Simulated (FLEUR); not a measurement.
A self-consistent single point of WSi2 (I4/mmm, 3 atoms in the cell) with FLEUR.

Method of the run: PBE, all-electron FLAPW (FLEUR), scalar-relativistic valence.

The change in words: lattice scaled by 0.98. Reference geometry:
```
WSi2
1.0
   -1.62875     1.62875     3.97294
    1.62875    -1.62875     3.97294
    1.62875     1.62875    -3.97294
Si W
2 1
Direct
  0.66500   0.66500   0.00000
  0.33500   0.33500   0.00000
  0.00000   0.00000   0.00000
```

Reference input (self-consistent single point, DFT, PBE, all-electron FLAPW (FLEUR), scalar-relativistic valence): Kmax = 4.3 1/bohr; GmaxXC = 17.2 1/bohr; xcFunctional = pbe; jspins = 1; l_soc = F; mode = gauss; fermiSmearingEnergy = 0.00183747 Htr; mesh (inpgen div1-3) = 14 14 14; inpgen gamma flag = true; Gmax = 17.2 1/bohr; numbands = 0; maxIterBroyd = 40. This run's input differs from it in these lines:

```diff
@@ -3,5 +3,5 @@
 &input film=f /
--3.0778989844 3.0778989844 7.5077722890
-3.0778989844 -3.0778989844 7.5077722890
-3.0778989844 3.0778989844 -7.5077722890
+-3.0163411559 3.0163411559 7.3576165409
+3.0163411559 -3.0163411559 7.3576165409
+3.0163411559 3.0163411559 -7.3576165409
 1.0
@@ -44,5 +44,5 @@
          <bravaisMatrix>
-            <row-1>   -3.0778989844000000     3.0778989844000000     7.5077722890000000</row-1>
-            <row-2>    3.0778989844000000    -3.0778989844000000     7.5077722890000000</row-2>
-            <row-3>    3.0778989844000000     3.0778989844000000    -7.5077722890000000</row-3>
+            <row-1>   -3.0163411559000002     3.0163411559000002     7.3576165408999996</row-1>
+            <row-2>    3.0163411559000002    -3.0163411559000002     7.3576165408999996</row-2>
+            <row-3>    3.0163411559000002     3.0163411559000002    -7.3576165408999996</row-3>
          </bravaisMatrix>
```

Output, abridged:

```
 Iteration:     1   Distance:       9.49272176 me/bohr^3
 Iteration:     2   Distance:       8.80824644 me/bohr^3
 Iteration:     3   Distance:       4.15631204 me/bohr^3
 Iteration:     4   Distance:       0.97737863 me/bohr^3
 Iteration:     5   Distance:       0.85647503 me/bohr^3
   [... 7 lines left out ...]
 Iteration:    13   Distance:       0.00080540 me/bohr^3
 Iteration:    14   Distance:       0.00006950 me/bohr^3
 Iteration:    15   Distance:       0.00006745 me/bohr^3
 Iteration:    16   Distance:       0.00000415 me/bohr^3
 Reset of history
 Run finished successfully
 Stop message:
   Structural relaxation: new displacements generated

[file out, last iteration]
             iter=     17
[...]
          total density-effective poten   -2.8991109202E+04
          total charge density-energy d   -3.6738026378E+02
 Updated energy parameters for spin:           1
[...]
 fermi energy and band-weighting factors:
    0.776976    0.776976

[...]
FERMIE:
          first approx. to ef    (T=0)  :   0.562404 htr   (energy of the highest occ. eigenvalue)
          number of occ. states  (T=0)  :       2682
          first approx. to seigv (T=0)  :  -4.148811 htr
          sum of weights of occ. states :  11.001458
          sum of semicore charge        :   0.000000 e
          fermi energy=   0.56228 har   work function= -15.30043 ev
   [... lines left out ...]
      0.000 0.000
     k-point=  184
      0.000 0.000
     k-point=  185
      0.000 0.000
     k-point=  186
      0.000 0.000
     k-point=  187
      0.000 0.000
     k-point=  188
      0.000 0.000
     k-point=  189
      0.000 0.000
     k-point=  190
      0.000 0.000
     k-point=  191
      0.000 0.000
     k-point=  192
      0.000 0.000
     k-point=  193
      0.000 0.000
     k-point=  194
      0.000 0.000
     k-point=
```

The run converged in 16 iterations. FLEUR gives forces in its relaxation mode, with a further iteration, so its stop message speaks of a relaxation. Against the reference run the total energy rises by 6.3 meV/atom and the largest force goes from 0.005 to 0.173 eV/Å.

The starting cell has typed, rounded lattice constants, without a prior relaxation at this level. Its lattice was rescaled by a random factor within 2.5 % of one. For this run, on top of that: lattice scaled by 0.98. Spin polarisation is off. Values depend on the basis (sphere radii, cutoffs, local orbitals), which need not be converged.

Cost on one core of a shared machine: roughly 8 min.
